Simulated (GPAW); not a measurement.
**Energy against c/a at fixed volume: hcp Ti (space group 194) (GPAW, PBE)**

```
Ti
1.0
    2.98008     0.00000     0.00000
   -1.49004     2.58082     0.00000
    0.00000     0.00000     4.53860
Ti
2
Direct
  0.66667   0.33333   0.75000
  0.33333   0.66667   0.25000
```

Level of theory: PBE, GPAW PAW datasets PBE (gpaw-data 1.0.1) (plane waves; GPAW). Settings: mode = pw; ecut = 780 eV; xc = PBE; kpts = 26 26 14; mesh shift (steps) = 0 0 0; occupations.name = fermi-dirac; occupations.width = 0.05 eV; nbands = -6; convergence.density = 1e-06 e/electron; convergence.energy = 1e-06 eV/electron; symmetry.symmorphic = false; symmetry.tolerance = 0.0005; maxiter = 100. The cell above is the first row's. The rows change c/a at fixed volume. In all rows fractional positions and the k mesh are held. E is the free energy at the stated smearing, counted from the lowest row.

| c/a | E (meV/atom) |
|---|---|
| 1.5230 | ? |
| 1.5388 | 2.98 |
| 1.5547 | 1.16 |
| 1.5706 | 0.18 |
| 1.5864 | 0.00 |
| 1.6023 | 0.64 |
| 1.6182 | 2.05 |
| 1.6340 | 4.22 |
| 1.6499 | 7.11 |

**Question.** Using a cubic, estimate the missing E at c/a = 1.5230 from the other rows, showing the fit.

**Answer.** With u = c/a - 1.59, the rows have u = -0.05120, -0.03530, -0.01940, -0.00360, 0.01230, 0.02820, 0.04400, 0.05990. Least squares gives E = 0.082 + 26.19·u + 1574.0·u² - 858·u³. Residuals (row less fit): -0.002, 0.003, 0.007, -0.008, -0.001, -0.003, 0.011, -0.004; standard error 0.009 (degrees of freedom: 4). The fitted curve has its minimum at c/a = 1.58, where E = -0.03. To one more digit the minimum is at c/a = 1.582; the ideal close-packed ratio is 1.633. At the withheld row, u = -0.06700, so E = 0.082 + 26.19 × (-0.06700) + 1574.0 × (-0.06700)² - 858 × (-0.06700)³ = 5.651 meV/atom. The calculation gives 5.68 meV/atom, 0.029 meV/atom above the prediction (0.4 % of the range of E in the table). The row lies outside the fitted rows, so this is an extrapolation. From the scatter of the fitted rows alone, a prediction at this place has a standard error of 0.023 meV/atom, so the miss is 1.3 times that.

Carrying the step between the two nearest rows on in a straight line would have given 4.79, off by 0.89; series whose last step already gives the withheld value aren't shown. The reference cell has the volume at which an earlier scan in this program and functional put its minimum by a fit; axis ratios and inner coordinates come from a measured-size cell. The runs keep the symmetry of the cell, so they don't test it for distortions. The best c/a moves a little with volume. Spin polarisation is off. In metals such curves are sensitive to mesh and smearing. Cutoffs and mesh are single choices, not tested for convergence of this quantity. Series with a scatter that would blur these digits, or in which a gap closes, are not shown. Strain series were run only where this level's volume lies within 10 % of a first guess from the measured size.
